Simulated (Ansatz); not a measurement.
Density of states of AlN (P6_3mc) above the conduction band minimum, HSE06, rigid bands (Ansatz, an electronic-structure program); cell volume 41.8 Å³.

```
energy from edge (eV)  10⁻³ states/eV/cell
---------------------  -------------------
0.006                                 3.40
0.031                                 8.35
0.056                                 11.6
0.081                                 13.9
0.106                                 16.1
0.131                                 18.3
0.156                                 20.5
0.181                                 22.1
0.206                                 24.1
0.231                                 25.9
0.256                                 27.6
0.281                                 29.5
0.319                                 32.1
0.344                                 33.7
0.369                                 35.5
0.394                                 37.4
0.419                                 38.8
0.444                                 40.3
0.469                                 42.7
0.494                                 44.4
0.519                                 46.0
0.544                                 47.9
0.569                                 49.9
0.594                                 52.0
```

Q: What effective density of states at 300 K does this give (∫ g(E) exp(−E/k_BT) dE, both spins, divided by the cell's size)?

A: 4.2e18 cm⁻³, a density-of-states mass of 0.30 mₑ, valleys and band degeneracy included.

Spin-orbit coupling is left out. Geometry: cell and atoms relaxed with PBEsol.
